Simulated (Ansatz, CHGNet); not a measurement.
For 1T (CdI2-type) MgI2, the machine-learned potential CHGNet-r²SCAN (trained on r²SCAN data) gives:

* **equilibrium lattice constant a**: 4.227 Å
* **c axis length**: 7.044 Å

**Question.** What does r²SCAN+SOC in Ansatz (PAW) give for the same quantities?

**Answer.** 
- lattice constant a: 4.189 Å (falls by 0.9 %)
- lattice parameter c: 7.170 Å (goes up by 1.8 %)

For comparison: lattice constant a 4.14 Å (measured, temperature not stated, copied from a table, unchecked, no zero-point or thermal correction; as tabulated in Crystal Structures 1, 239 (1963)); lattice parameter c 6.88 Å (measured, temperature not stated, copied from a table, unchecked, no zero-point or thermal correction; as tabulated in Crystal Structures 1, 239 (1963)).

Changes are worked out from the printed values.

Unless a cell is named, each level is at its own relaxed cell (CHGNet-r²SCAN 36.34, r²SCAN+SOC 36.32 Å³/atom).

Caveats: for a layered or molecular solid the relaxed cell lies over 5 % above the published volume, where the minimum can be shallow (r²SCAN+SOC); the cell comes from a level without a dispersion term, which matters for the spacing of layers, chains or molecules (r²SCAN+SOC); the cell has another shape than the first-principles one, perhaps another minimum in the same group (CHGNet-r²SCAN). Ansatz's density-functional and Hartree–Fock values are scalar-relativistic unless marked +SOC, with PAW data made under PBE.

Ansatz is a program for electronic structure.
